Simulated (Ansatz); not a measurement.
# What pressure 30 GPa does to MoSi2

The parent structure is MoSi2 (space group I4/mmm, No. 139; a = 3.174 Å, c = 7.777 Å).

The change: cell and atoms relaxed at a pressure of 30 GPa.

The values are results of Kohn–Sham DFT with the LDA functional, run in Ansatz (a program for electronic structure) with PAW and 420 eV plane waves, spin-orbit coupling left out, not measurements. Settings: 20×20×20 k-points, 0.05 eV Fermi–Dirac smearing.

| quantity | base | changed | shift |
|---|---|---|---|
| volume per atom | 13.06 Å³ | 11.75 Å³ | -1.31 Å³ |
| density | 6.45 g/cm³ | 7.17 g/cm³ | +0.72 g/cm³ |
| lattice parameter a | 3.174 Å | 3.056 Å | -0.118 Å |
| c/a ratio | 2.450 | 2.469 | +0.019 |
| shortest interatomic distance | 2.563 Å | 2.499 Å | -0.064 Å |
| enthalpy H = E + PV relative to the base's energy | – | +2.31 eV/atom | – |
| band gap | zero | zero | – |

Load acts through the strain it causes; cell and atoms are relaxed under it. Whether these cells are dynamically stable was not tested. No other phases were tried under pressure. The final runs are not spin-polarised.
